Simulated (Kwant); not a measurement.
Device: circular cavity between two wires in a CdTe two-dimensional gas. Effective mass 0.096 mₑ, grid spacing 3.3 nm, hard walls, nominal width 40 nm (13 grid rows, so walls 46.2 nm apart), one parabolic valley, scattering region 360 nm long along x; energies count from the band bottom; Fermi energy swept from 0.0019585 to 0.029377 eV. Cavity of radius 80 nm, straight part 0 nm, centre moved sideways by 0 nm.

The device is made up for the run: typed textbook-type constants, with dimensions and the other settings drawn at random.

Kwant, effective-mass tight-binding model on a square grid, one spin, coherent transport at 0 K. Conductance is in e²/h.

### Question
How many channels do the leads carry at E = 13.2, 23.6, 24.8 meV?

### Answer
The hard-wall thresholds are n² ħ²π²/(2mW²) = n² × 1.84 meV with W = 46.2 nm. √(13.2/1.84) = 2.69, so 2. √(23.6/1.84) = 3.59, so 3. √(24.8/1.84) = 3.67, so 3.
